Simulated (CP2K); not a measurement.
Input and output of a self-consistent single point for Cs (Im-3m, 1 atom in the cell) (CP2K).

Computed with PBE, GPW, DZVP-MOLOPT-SR-GTH basis, GTH-PBE potentials (GTH_POTENTIALS) (CP2K).

The change in words: lattice scaled by 0.98. Reference geometry:
```
CELL_PARAMETERS angstrom
      5.29226     0.00000     0.00000
     -1.76409     4.98959     0.00000
     -1.76409    -2.49480     4.32111
ATOMIC_POSITIONS crystal
  Cs 0.00000 0.00000 0.00000
```

Reference input (self-consistent single point, DFT PBE, GPW, DZVP-MOLOPT-SR-GTH basis, GTH-PBE potentials (GTH_POTENTIALS)): CUTOFF = 500 Ry; REL_CUTOFF = 50 Ry; SMEAR/METHOD = FERMI_DIRAC; ELECTRONIC_TEMPERATURE = 1578.21 K; KPOINTS/SCHEME = MONKHORST-PACK 5 5 5; XC_FUNCTIONAL = PBE; Cs/BASIS_SET = DZVP-MOLOPT-SR-GTH; Cs/POTENTIAL = GTH-PBE-q9; METHOD = GPW; EPS_DEFAULT = 1e-10; NGRIDS = 5; SCF_GUESS = ATOMIC. This run's input differs from it in these lines:

```diff
@@ -63,5 +63,5 @@
     &CELL
-      A 5.29226400 0.00000000 0.00000000
-      B -1.76408800 4.98959400 0.00000000
-      C -1.76408800 -2.49479700 4.32111500
+      A 5.18641800 0.00000000 0.00000000
+      B -1.72880600 4.88980200 0.00000000
+      C -1.72880600 -2.44490100 4.23469300
       PERIODIC XYZ
```

Log, with long lists cut:

```
 SCF WAVEFUNCTION OPTIMIZATION

  Step     Update method      Time    Convergence         Total energy    Change
     1 NoMix/Diag. 0.30E+00      -     0.39915220       -20.1694611720 -2.02E+01
     2 Broy./Diag. 0.30E+00      -     0.00125483       -20.1540747200  1.54E-02
     3 Broy./Diag. 0.30E+00      -     0.00776752       -20.1405030188  1.36E-02
     4 Broy./Diag. 0.30E+00      -     0.00014005       -20.1359520524  4.55E-03
     5 Broy./Diag. 0.30E+00      -     0.00010811       -20.1369317862 -9.80E-04
     6 Broy./Diag. 0.30E+00      -     0.00000963       -20.1369245870  7.20E-06
     7 Broy./Diag. 0.30E+00      -     0.00000926       -20.1368900767  3.45E-05
     8 Broy./Diag. 0.30E+00      -     0.00000196       -20.1368768912  1.32E-05
     9 Broy./Diag. 0.30E+00      -     0.00000158       -20.1368696020  7.29E-06
    10 Broy./Diag. 0.30E+00      -     0.00000054       -20.1368701546 -5.53E-07
  *** SCF run converged in    10 steps ***

  Overlap energy of the core charge distribution:               0.00000000000000
  Self energy of the core charge distribution:                -42.31421876608173
  Core Hamiltonian energy:                                      8.18467433732347
  Hartree energy:                                              17.14234864423181
  Exchange-correlation energy:                                 -3.14740159746005
  Electronic entropic energy:                                  -0.00227277265029
  Fermi energy:                                                 0.07635678066967

  Total energy:                                               -20.13687015457452
  Total energy (extrapolated to T->0):                        -20.13573376824937

   [... lines left out ...]

 STRESS| Analytical stress tensor [bar]
 STRESS|                        x                   y                   z
 STRESS|      x        3.01301779379E+03  -1.48116434589E-02  -2.11817863238E-02
 STRESS|      y       -1.48116434589E-02   3.01303336804E+03  -2.99555868228E-02
 STRESS|      z       -2.11817863238E-02  -2.99555868228E-02   3.01285611540E+03
 STRESS| 1/3 Trace                                             3.01296909241E+03
```

The run converged in 10 iterations. Against the reference run the free energy goes up by 9.4 meV/atom and the pressure goes from 0.15 to 0.30 GPa.

The starting cell has typed, rounded lattice constants, without a prior relaxation at this level. Its lattice was rescaled by a random factor within 2.5 % of one. For this run, on top of that: lattice scaled by 0.98. Values carry the incompleteness of an atom-centred basis.
